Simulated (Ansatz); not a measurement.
**Phonon-limited transport in CoSi (P2_13)**

Consider the following.

```yaml
crystal:
  lattice:
    - [4.38541, 0.00000, 0.00000]
    - [0.00000, 4.38541, 0.00000]
    - [0.00000, 0.00000, 4.38541]
  atoms:
    - { symbol: Co, position: [0.85427, 0.64573, 0.35427] }
    - { symbol: Co, position: [0.64573, 0.35427, 0.85427] }
    - { symbol: Co, position: [0.35427, 0.85427, 0.64573] }
    - { symbol: Co, position: [0.14573, 0.14573, 0.14573] }
    - { symbol: Si, position: [0.15671, 0.34329, 0.65671] }
    - { symbol: Si, position: [0.34329, 0.65671, 0.15671] }
    - { symbol: Si, position: [0.65671, 0.15671, 0.34329] }
    - { symbol: Si, position: [0.84329, 0.84329, 0.84329] }
```

Computed with PBEsol, DFPT electron-phonon coupling, linearised Boltzmann equation (plane waves, PAW, scalar-relativistic; Ansatz, a quantum-chemistry and plane-wave program). Geometry: relaxed with this functional, without spin-orbit coupling.

```json
{
 "resistivity at 300 K": "60 μΩ·cm",
 "Hall coefficient at 300 K": "-1290 ×10⁻¹¹ m³/C"
}
```

A metal at this level (no band gap). Only scattering by harmonic phonons is included (no impurities, grain boundaries, electron-electron scattering or thermal expansion). Spin-orbit coupling is left out. Few carriers conduct, so the values hang on small band overlaps. Halving the electron mesh (20x20x20) moves the resistivity by up to 8 % at 300 K. Smearing 0.20 eV; phonons on a 3x3x3 q mesh, which this run doesn't test and which matters most at low temperature.

Treated as nonmagnetic (a ferromagnetic start lost its moment, other orders weren't tried): CoSi (P2_13).
